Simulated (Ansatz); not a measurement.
Consider the following.

End structure of the (100) surface of rock-salt MgO in its 1x1 cell (cut with top plane Mg + O, bottom plane Mg + O), outermost plane spacing 2.13 Å in the ideal cut:

```yaml
crystal:
  lattice:
    - [3.00776, 0.00000, 0.00000]
    - [0.00000, 3.00776, 0.00000]
    - [0.00000, 0.00000, 31.00000]
  atoms:
    - { symbol: Mg, position: [0.50000, 0.50000, 0.26063] }
    - { symbol: O, position: [0.00000, 0.00000, 0.25906] }
    - { symbol: Mg, position: [0.00000, 0.00000, 0.32831] }
    - { symbol: O, position: [0.50000, 0.50000, 0.32862] }
    - { symbol: Mg, position: [0.50000, 0.50000, 0.39711] }
    - { symbol: O, position: [0.00000, 0.00000, 0.39707] }
    - { symbol: Mg, position: [0.00000, 0.00000, 0.46569] }
    - { symbol: O, position: [0.50000, 0.50000, 0.46569] }
    - { symbol: Mg, position: [0.50000, 0.50000, 0.53431] }
    - { symbol: O, position: [0.00000, 0.00000, 0.53431] }
    - { symbol: Mg, position: [0.00000, 0.00000, 0.60289] }
    - { symbol: O, position: [0.50000, 0.50000, 0.60293] }
    - { symbol: Mg, position: [0.50000, 0.50000, 0.67169] }
    - { symbol: O, position: [0.00000, 0.00000, 0.67138] }
    - { symbol: Mg, position: [0.00000, 0.00000, 0.73937] }
    - { symbol: O, position: [0.50000, 0.50000, 0.74094] }
```

Model: 16-atom slab, Mg8O8, 14.9 Å thick at the start, 8x8x1 mesh, Fermi-Dirac 0.025 eV, dipole correction, all atoms relaxed; start symmetry kept, larger cells not searched; no spin, no spin-orbit, no U.

### Question
Give the electron affinity (the ionisation potential less the bulk band gap) at the level PBE (Ansatz, an electronic-structure program).

### Answer
0.74 eV

### Question
Predict the gap of the slab on its k-mesh from PBE.

### Answer
3.63 eV

### Question
Give the ionisation potential (bulk valence edge below the top vacuum level) at the level PBE.

### Answer
5.20 eV

### Question
What surface energy (mean of both faces) does PBE give?

### Answer
0.88 J/m²
